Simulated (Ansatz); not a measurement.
# SrZrO3 (Imma, No. 74, 10 atoms in the cell; start mp-1080575; a measured phase of this formula has another space group): smallest direct gap on the k points sampled by level of theory

No measured value is used here.

Put these levels in order of the smallest direct gap on the k points sampled that they give for SrZrO3 (Imma, No. 74, 10 atoms in the cell; start mp-1080575; a measured phase of this formula has another space group), smallest first: HSE06+SOC (Ansatz, an electronic-structure program), PBE0 (Ansatz), PBEsol (Ansatz), dielectric-dependent PBEsol hybrid (Ansatz).

PBEsol (3.67 eV), HSE06+SOC (5.32 eV), dielectric-dependent PBEsol hybrid (5.67 eV), PBE0 (6.09 eV)

At these levels the smallest gap is indirect and lower: dielectric-dependent PBEsol hybrid 5.54, PBE0 5.95, HSE06+SOC 5.19, PBEsol 3.59 eV. Computed values are for a static lattice. Levels without +SOC have no spin–orbit coupling; where heavier elements are present it shifts gaps, mostly down, and can invert bands.  Values are at the PBEsol cell. Cutoffs and k meshes differ between the levels. Ansatz's density-functional and Hartree–Fock values are scalar-relativistic unless marked +SOC, with PAW data made under PBE.

A start named mp-… is a Materials Project structure, which need not be a measured phase.
